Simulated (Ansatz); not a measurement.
Start from SnTe in the rock salt structure (space group Fm-3m, No. 225; a = 6.289 Å).

The values are results of PBEsol (Ansatz, an electronic-structure program, PAW, spin-orbit coupling left out), not measurements.

Before the change:

The pressure comes out as -0.01 GPa.

It is then changed as follows: the cell is scaled by 1.0100 in all directions, atoms relaxed at fixed cell.

### Question
Predict the new pressure.

### Answer
The pressure falls by 1.31 GPa (-0.01 GPa → -1.32 GPa).

### Question
What does the calculation give for the energy relative to the base after the change?

### Answer
The energy increases by 4.0 meV/atom.

The cells carry an imposed strain or load. Whether these cells are dynamically stable was not tested.
